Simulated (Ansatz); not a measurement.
System: ZrRh (Cmcm, No. 63, 8 atoms in the cell; start mp-567181). Method: LDA in Ansatz (plane waves, PAW).

Numerical settings: plane-wave cutoff 520 eV, 16×16×14 k mesh (along the axes of the cell as run), Fermi–Dirac smearing 0.05 eV, no spin polarisation, scalar-relativistic PAW data made under PBE.

Cell (relaxed at this level):

Space group Cmcm (No. 63); a = 3.3536 Å, b = 19.3171 Å, c = 4.2621 Å, α = 90.00°, β = 90.00°, γ = 90.00°

```csv
atom,site,symmetry,x,y,z
Zr,4c,m2m,0.0000,0.4384,0.2500
Zr,4c,m2m,0.0000,0.6949,0.2500
Rh,4c,m2m,0.0000,0.0569,0.2500
Rh,4c,m2m,0.0000,0.1684,0.7500
```
(The calculation used a cell of 8 atoms; values per cell refer to that cell.)

What does this level give for the bulk modulus B0?


* **bulk modulus B0**: 188 GPa

Note: the run has no spin polarisation, so it can have missed a magnetic state; the bulk modulus is −V dP/dV from two relaxed cells at ±2 % in volume; the relaxation could not lower the start's symmetry, so the cell can be a saddle point above a distorted one.

The result took around 70 core-minutes (rough).

A start named mp-… is a Materials Project structure, which need not be a measured phase.

Ansatz is a first-principles code.
